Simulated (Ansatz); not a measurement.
## Effect of H interstitial (started 2.32 Å from the nearest host atom), symmetric start on Ge

Base system: a 24-atom supercell of Ge in the diamond structure (space group Fd-3m, No. 227; a = 5.676 Å) at its relaxed geometry.

Modification: one H atom is added in an open site, starting 2.32 Å from the nearest host atom, atoms relaxed at fixed cell.

Computed with PBEsol/PAW in Ansatz (a program for electronic structure), scalar-relativistic without spin-orbit coupling, earlier PAW set. Settings: 5×4×5 k-points, 0.05 eV Fermi–Dirac smearing.

```yaml
pressure: 0.2 GPa (base 0.0 GPa)
largest_displacement_of_a_host_atom_from_its_site_in_the_perfect_cell: 0.07 Å
```

Cost of the whole job for the changed cell (relaxation, final SCF and bands): about 40 core-minutes (a rough figure).

In so small a cell the defect repeats every few ångströms: this is an ordered compound, not a dilute defect. The defect started on the symmetric site and kept its symmetry, so it may sit on a saddle. The final runs are not spin-polarised. The defect cell is not spin-polarised.
